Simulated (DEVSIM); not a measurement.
System: isotype n-n heterojunction In0.52Al0.48As/In0.53Ga0.47As, at 300 K.

```tsv
layer (left to right)	material	thickness (μm)	Nd (cm⁻³)	τn (s)	τp (s)
1	In0.52Al0.48As	0.180	4.5e16	6.3e-10	1.9e-9
2	In0.53Ga0.47As	0.530	9e16	6.3e-10	6.3e-10
```

Left contact: ohmic. Right contact: ohmic. Voltage is applied to the left contact. Recombination: SRH at mid-gap, Auger. Mobility is μmin + (μ − μmin)/(1 + (N/Nref)^α).

This is a model device: material constants are rounded textbook-type values typed into the input, and sizes, dopings and lifetimes were drawn at random. Values at 300 K.

```tsv
parameter	In0.52Al0.48As	In0.53Ga0.47As
gap (eV)	1.45	0.74
affinity (eV)	4	4.51
permittivity	12.5	13.9
Nc (cm⁻³)	5.1e17	2.1e17
Nv (cm⁻³)	1.1e19	7.7e18
μn (cm²/Vs)	4000	12000
μp (cm²/Vs)	75	300
μn,min	800	300
μp,min	10	10
Nref,n	3e16	1.3e17
Nref,p	1e17	4.9e17
αn	1.1	0.48
αp	0.6	0.4
Cn (cm⁶/s)	1e-30	5e-29
Cp (cm⁶/s)	1e-30	5e-29
```

DEVSIM, 1D drift-diffusion, Boltzmann statistics, complete ionisation; no tunnelling, impact ionisation, image-force lowering or self-heating. Band offsets follow the typed affinities; no thermionic-emission limit at abrupt steps, no polarisation charge.

**Question.** Tabulate band edges, carrier densities and field at zero bias.

**Answer.** Energies count from the Fermi level of the right contact; mesh points crowd at the junctions.

```
x (μm)    Ec (eV)  Ev (eV)  n (cm⁻³)  p (cm⁻³)  field (V/cm)
--------  -------  -------  --------  --------  ------------
0.000       0.063   -1.387    4.5e16     < 1e2           470
0.003986    0.063   -1.387    4.5e16     < 1e2           480
0.01173     0.063   -1.387    4.4e16     < 1e2           560
0.02492     0.064   -1.386    4.2e16     < 1e2           890
0.06239     0.073   -1.377    3.0e16     < 1e2          4800
0.1097      0.136   -1.314    2.6e15     < 1e2         25000
0.1428      0.255   -1.195    2.7e13     < 1e2         47000
0.1663      0.382   -1.068    1.9e11     < 1e2         62000
0.1746      0.435   -1.015    2.5e10     < 1e2         67000
0.1794      0.469   -0.981     6.8e9       360         70000
0.1830     -0.022   -0.762    4.9e17   1200000         41000
0.1935      0.004   -0.736    1.8e17   3300000         14000
0.2086      0.016   -0.724    1.1e17   5200000          4300
0.2362      0.021   -0.719    9.3e16   6400000           630
0.3167      0.022   -0.718    9.0e16   6700000           ≈ 0
0.4335      0.022   -0.718    9.0e16   6700000           ≈ 0
0.5609      0.022   -0.718    9.0e16   6700000           ≈ 0
0.6304      0.022   -0.718    9.0e16   6700000           ≈ 0
0.6785      0.022   -0.718    9.0e16   6700000           ≈ 0
0.6949      0.022   -0.718    9.0e16   6700000           ≈ 0
0.7039      0.022   -0.718    9.0e16   6700000           ≈ 0
0.7100      0.022   -0.718    9.0e16   6700000           ≈ 0
```
